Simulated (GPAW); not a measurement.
Band structure of Li₂Ga (Cmcm, 6 atoms in the cell).

```
Li2Ga
1.0
    2.21189    -4.60412     0.00000
    2.21189     4.60412     0.00000
    0.00000     0.00000     4.24882
Li Ga
4 2
Cartesian
  2.21189   0.75425   1.06220
  2.21189  -0.75425   3.18661
  2.21189   2.38908   3.18661
  2.21189  -2.38908   1.06220
  2.21189   3.89112   1.06220
  2.21189  -3.89112   3.18661
```

Level of theory: LDA (Perdew-Wang 92), GPAW PAW datasets LDA (gpaw-data 1.0.1) (plane waves; GPAW).

Settings: mode = pw; ecut = 600 eV; xc = LDA; kpts = 6 6 5; mesh shift (steps) = 0 0 0; occupations.name = fermi-dirac; occupations.width = 0.1 eV; nbands = -14; convergence.density = 1e-05 e/electron; symmetry.symmorphic = false; symmetry.tolerance = 0.0005; maxiter = 100; bandpath_npoints = 40.

The starting cell comes from a database of computed structures (which also holds hypothetical and non-ambient phases and stackings), without a prior relaxation at this level. Its lattice was rescaled by a random factor within 2.5 % of one.

Levels in eV from the Fermi level, bands 1 to 8:
| point | 1 | 2 | 3 | 4 | 5 | 6 | 7 | 8 |
|---|---|---|---|---|---|---|---|---|
| Γ | -8.52 | -2.91 | -1.46 | -0.87 | -0.49 | 1.05 | 1.94 | 2.79 |
| X | -7.95 | -4.34 | -3.27 | 0.04 | 1.03 | 1.05 | 1.68 | 2.60 |
| S | -8.00 | -4.14 | -2.60 | -1.33 | -0.11 | 1.69 | 2.37 | 2.39 |
| R | -6.05 | -6.05 | -2.16 | -2.16 | -1.39 | -1.39 | 2.35 | 2.35 |
| A | -6.03 | -6.03 | -2.18 | -2.18 | -1.71 | -1.71 | 3.75 | 3.75 |
| Z | -6.67 | -6.67 | -0.47 | -0.47 | 1.43 | 1.43 | 1.53 | 1.53 |
| Y | -8.10 | -5.12 | -1.68 | -0.39 | 1.51 | 1.62 | 1.94 | 2.84 |
| X1 | -7.95 | -4.34 | -3.27 | 0.04 | 1.03 | 1.05 | 1.68 | 2.60 |
| A1 | -6.03 | -6.03 | -2.18 | -2.18 | -1.71 | -1.71 | 3.75 | 3.75 |
| T | -6.31 | -6.31 | -2.75 | -2.75 | 0.46 | 0.46 | 3.17 | 3.17 |

Bands cross the Fermi level along this path, so the cell is metallic at this level.
